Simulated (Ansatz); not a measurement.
## BP under a change: P → As

Take BP in the zinc blende structure (space group F-43m, No. 216; a = 4.5202 Å) as the base.

Perturbation: As takes the place of P on all its sites, then cell and atoms are relaxed.

All numbers come from PBEsol (Ansatz, a program for electronic structure), no SOC. Γ-centred 12×12×12 mesh, Fermi–Dirac width 0.05 eV, for the changed cell.

| quantity | base | changed | shift |
|---|---|---|---|
| volume per atom | 11.54 Å³ | 13.55 Å³ | +2.003 Å³ |
| density | 3.01 g/cm³ | 5.25 g/cm³ | +2.249 g/cm³ |
| lattice parameter a | 4.520 Å | 4.768 Å | +0.248 Å |
| space group | F-43m (No. 216) | F-43m (No. 216) | – |
| shortest interatomic distance | 1.957 Å | 2.065 Å | +0.1072 Å |
| band gap | 1.11 eV | 1.08 eV | -0.03 eV |
| smallest direct gap | 3.38 eV | 3.25 eV | -0.13 eV |
| width of the top valence band | 5.60 eV | 5.27 eV | -0.33 eV |
| electron mass | 1.3 mₑ along k, 0.22 mₑ across (off the special points) | 1.1 mₑ along k, 0.21 mₑ across (off the special points) | – |
| hole mass (degenerate bands, along [100]) | 0.25, 0.25, 0.34 mₑ (at Γ) | 0.23 mₑ (at Γ) | – |

Cost of the whole job for the changed cell (relaxation, final SCF and bands): about 21 core-seconds (a rough figure).

Masses are band curvatures over ±0.01 Å⁻¹ around the edge. Along k means along the line from Γ to the band edge. Whether these cells are dynamically stable was not tested.
